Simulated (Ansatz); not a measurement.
The reference is CdS in the wurtzite structure (space group P6_3mc, No. 186; a = 4.074 Å, c = 6.637 Å). Axes: x lies along a and z along c of the hexagonal cell.

All numbers come from Ansatz (a quantum-chemistry and plane-wave program), LDA, PAW, cutoff 420 eV, without spin-orbit coupling.

For the base:

The band gap is 1.03 eV and the pressure is 0.0 kbar.

One thing is altered: the cell is stretched by 0.60 % along z with no lateral relaxation, atoms relaxed at fixed cell.

Problem. Estimate the effect on the band gap, pressure and energy relative to the base.

Solution. The band gap falls by 0.03 eV, from 1.03 eV to 1.00 eV; the pressure (mean of the normal stresses, compression positive) goes from zero to -4.1 kbar; the energy hardly moves.

The cells carry an imposed strain or load. No phonon test of stability was made.
